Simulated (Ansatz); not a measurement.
The starting structures come from a database of crystals and need not be the phases stable at ambient conditions.

 Where the default PAW files enter, the runs use the earlier of Ansatz's two default sets.

**Evanescent states of Sr₂NCl (R-3m, not sure to be the ambient phase, 4 atoms a cell, 23.1 Å³ an atom) along the normal of (101)**

Level of theory: r2SCAN (plane waves, PAW; Ansatz, a quantum-chemistry and plane-wave program).

No gap correction and no spin-orbit coupling; mid-gap values are interpolated between computed energies.

Energies count from the valence-band top; κ is the least over a 8×4 mesh across the current.

| E (eV) | κ (1/Å) | where |
|---|---|---|
| 0.06 | 0.141 | off Γ |
| 0.18 | 0.197 | Γ |
| 0.30 | 0.215 | Γ |
| 0.42 | 0.227 | Γ |
| 0.54 | 0.236 | Γ |
| 0.66 | 0.242 | Γ |
| 0.78 | 0.246 | Γ |
| 0.90 | 0.247 | Γ |
| 1.02 | 0.247 | Γ |
| 1.14 | 0.245 | Γ |
| 1.26 | 0.242 | Γ |
| 1.38 | 0.237 | Γ |
| 1.50 | 0.230 | Γ |
| 1.62 | 0.222 | Γ |
| 1.74 | 0.211 | Γ |
| 1.86 | 0.192 | off Γ |
| 1.98 | 0.154 | off Γ |
| 2.10 | 0.102 | off Γ |

### Question
How thick must the barrier be to attenuate the transmission by 10^8 when the electrodes' Fermi level lies at 1.38 eV, and what attenuation does that film give at 1.50 eV?

### Answer
d = 8 ln 10 / (2 × 0.237) = 38.9 Å. At 1.50 eV it gives 8 × 0.230/0.237 = 7.8 decades.
